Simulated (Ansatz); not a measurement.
**How a calculation on SrGaSn (P6_3/mmc, 12 atoms in the cell) responds to its settings**

```xyz
12
Lattice="4.5520 0.0000 0.0000 -2.2760 3.9421 0.0000 0.0000 0.0000 18.6640" Properties=species:S:1:pos:R:3 pbc="T T T"
Ga     0.0000     2.6281     3.0180
Ga     2.2760     1.3140    12.3500
Ga     0.0000     2.6281     6.3140
Ga     2.2760     1.3140    15.6460
Sr     0.0000     0.0000     0.0000
Sr     0.0000     0.0000     9.3320
Sn     0.0000     2.6281    11.5008
Sn     2.2760     1.3140     2.1688
Sn     0.0000     2.6281    16.4952
Sn     2.2760     1.3140     7.1632
Sr     0.0000     0.0000     4.6660
Sr     0.0000     0.0000    13.9980
```

Base run A: r2SCAN, default PAW files made with PBE run with Ansatz (a program for electronic structure), self-consistent single point.

Its settings: basis.ecutwfc = 500 eV; kpoints.mp_grid.grid = 4 4 1; hamiltonian.xc = r2scan; hamiltonian.pseudopotentials = {kind: paw} (the program's default PAW files); scf.occupations.method = cold; scf.occupations.width = 0.136 eV.

The starting cell comes from a database of published, mostly measured structures (it also holds non-ambient and calculated ones), without a prior relaxation at this level. Ansatz's pressure includes its estimate of the finite-basis (Pulay) stress. Without a gap this mesh is coarse (it stands for a supercell whose shortest vector is 18 Å).

Runs:
- B: basis.ecutwfc: 500 eV → 420 eV; hamiltonian.xc: r2scan → lda [LDA (PW92)]
- C: basis.ecutwfc: 500 eV → 420 eV; hamiltonian.xc: r2scan → pbesol [PBEsol]
- D: basis.ecutwfc: 500 eV → 420 eV; hamiltonian.xc: r2scan → blyp [BLYP]

```json
[
 {"run": "A", "pressure (GPa)": "0.67", "largest force (eV/Å)": "0.081"},
 {"run": "B", "pressure (GPa)": "-2.39", "largest force (eV/Å)": "0.203"},
 {"run": "C", "pressure (GPa)": "-0.70", "largest force (eV/Å)": "0.185"},
 {"run": "D", "pressure (GPa)": "4.28", "largest force (eV/Å)": "0.350"}
]
```

Run C against A: The pressure goes from 0.67 to -0.70 GPa and the largest force goes from 0.081 to 0.185 eV/Å.

Run B against A: The pressure goes from 0.67 to -2.39 GPa and the largest force goes from 0.081 to 0.203 eV/Å.

Run D against A: The pressure goes from 0.67 to 4.28 GPa and the largest force goes from 0.081 to 0.350 eV/Å.

Left out of this page: 2 runs of the series held back from this collection.

Keys are those of Ansatz 0.2.
